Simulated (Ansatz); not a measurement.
Take ZrO$_{2}$ in the fluorite structure (space group Fm-3m, No. 225; a = 5.0891 Å) as the base.

Calculations: r2SCAN in Ansatz (plane waves to 500 eV, PAW, no SOC), earlier PAW set.

Base values:

```
Quantity                 Value
-------------  ---------------
Band gap               3.89 eV
Gap character  indirect, X → Γ
```

One thing is altered: Hf takes the place of Zr on all its sites; the structure is relaxed again.

Tabulated Pauling electronegativity and covalent radius: Zr 1.33, 1.75 Å; Hf 1.30, 1.75 Å.

**Question.** What happens to the band gap?

**Answer.** The band gap increases by 0.416 eV to 4.30 eV.

**Question.** Estimate the effect on the gap character.

**Answer.** The gap character changes from indirect, X → Γ to direct at X.

With Hf present, leaving out spin-orbit coupling can change the band edges. No phonon test of stability was made. This is not the structure that HfO2 has at room temperature and ambient pressure. This is not the structure that ZrO2 has at room temperature and ambient pressure.

Ansatz is a first-principles code.
